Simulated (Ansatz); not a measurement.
The starting structures come from a database of crystals and need not be the phases stable at ambient conditions.

Tunnelling through a barrier is set by its complex band structure: the current falls as exp(−2κd) with the smallest κ.

```
CaSr2WO6
1.0
    5.83449     0.00000     0.00000
    0.00000     8.44868     0.00000
    2.91724     4.22434     2.91724
Sr Ca W O
2 1 1 6
Cartesian
  2.91724   2.11217   0.00000
  5.83449  10.56085   2.91724
  0.00000   4.22434   0.00000
  0.00000   0.00000   0.00000
  3.86278   4.22434   1.20459
  4.88895   8.44868   1.71266
  1.71266   8.44868   0.94554
  7.03908   4.22434   1.97171
  0.00000   6.49366   0.00000
  0.00000   1.95502   0.00000
```

Space group of this cell: I4/m. The cell is taken as given; by PBEsol its mean pressure is -7.6 GPa.

Transport runs along the normal of the first two printed cell vectors, the (100) plane of the conventional cell.

The gap is the functional's own, uncorrected, and κ follows it; spin-orbit coupling is left out. Mid-gap values are interpolated between the computed energies.

Question: Estimate the band gap and the smallest decay constant κ at mid-gap that PBEsol (Ansatz, a program for electronic structure) returns for this system.

Answer: Gap 2.89 eV on a 10×10×10 mesh; κ = 0.305 1/Å, at the zone centre.
